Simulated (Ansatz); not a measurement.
Base system: PbS (space group P6_3/mmc, No. 194; a hypothetical phase, not in the database extracts checked).

```xyz
4
Lattice="5.0012 0.0000 0.0000 -2.5006 4.3312 0.0000 0.0000 0.0000 5.9825" Properties=species:S:1:pos:R:3 pbc="T T T"
Pb     2.5006     1.4437     1.4956
Pb     0.0000     2.8875     4.4868
S      2.5006     1.4437     4.4868
S      0.0000     2.8875     1.4956
```

Levels (all Ansatz, a quantum-chemistry and plane-wave program, PAW): r2SCAN (500 eV, spin-orbit coupling left out); HSE06 (420 eV, spin-orbit coupling left out).

The geometry is relaxed with r2SCAN.

```
Property          Result
---------------  -------
r2SCAN band gap  1.73 eV
```

Predict the band gap from HSE06.

The band gap rises by 0.24 eV to 1.97 eV.

Single points use the geometry relaxed with r2SCAN. HSE06 gaps are upper bounds (no full band path). With Pb present, leaving out spin-orbit coupling can change the band edges. No phonon test of stability was made. The base started in P6_3mc and relaxed to P6_3/mmc at this level.
